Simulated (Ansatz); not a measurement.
The starting structures come from a database of crystals and need not be the phases stable at ambient conditions.

The decay constant κ of evanescent states in the gap governs leakage through a thin film.

```yaml
crystal:
  lattice:
    - [3.93022, 0.00000, 0.00000]
    - [-1.96511, 6.51678, 0.00000]
    - [1.96511, 0.59257, 3.25114]
  atoms:
    - { symbol: Ga, position: [0.99511, 0.99267, 0.00244] }
    - { symbol: Ga, position: [0.00499, 0.50748, 0.49751] }
    - { symbol: P, position: [0.25005, 0.87507, 0.37498] }
    - { symbol: As, position: [0.24986, 0.37479, 0.87507] }
```

Space group of this cell: Cm. The cell is strained (lengths along the current scaled by 0.97, ions clamped); by r2SCAN its mean pressure is 2.7 GPa.

Transport runs along the normal of the first two printed cell vectors.

No gap correction and no spin-orbit coupling; mid-gap values are interpolated between computed energies.

**Question.** State the band gap and the smallest decay constant κ at mid-gap according to r2SCAN run with Ansatz (a program for electronic structure).

**Answer.** Gap 1.34 eV on a 10×10×10 mesh; κ = 0.097 1/Å, at the zone centre.
